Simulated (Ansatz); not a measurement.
CO on the 1x1 (111) surface of fcc Cu, one in a 2x2 cell, energies for each (22.8 Å²). Energies are against CO(g), without zero-point or thermal terms; each row is named by its start.

Calculation: PBE (plane waves to 420 eV, PAW; Ansatz, a quantum-chemistry and plane-wave program).

Model: 18-atom slab, 6.2 Å thick at the start under the adsorbate (thin: gaps and levels are the slab's own), 6x6x1 mesh, Fermi-Dirac 0.1 eV, dipole correction, 8 atoms held, the rest relaxed; each run with such symmetry as its start has; no spin, no spin-orbit, no U, no dispersion correction.

A negative adsorption energy means that the adsorbate is more stable on the surface than in its reference. Starts that drift may end in the same place. Heights count from the host atoms within 0.3 Å of the top one.

| starting site | E_ads (eV) | height (Å) | nearest host atom (Å) | bonded to | Δ work function (eV) | lateral drift (Å) |
|---|---|---|---|---|---|---|
| top Cu | -0.67 | 1.97 | Cu 1.85 | Cu | -0.07 | 0.0 |
| hollow Cu-Cu-Cu over Cu at depth 2.1 Å | -0.72 | 1.43 | Cu 2.05 | 3 Cu | 0.64 | 0.0 |
| hollow Cu-Cu-Cu over Cu at depth 4.1 Å | -0.75 | 1.44 | Cu 2.05 | 3 Cu | 0.66 | 0.0 |
| bridge Cu-Cu (span 2.6 Å) | -0.75 | 1.44 | Cu 2.05 | 3 Cu | 0.66 | 0.7 |
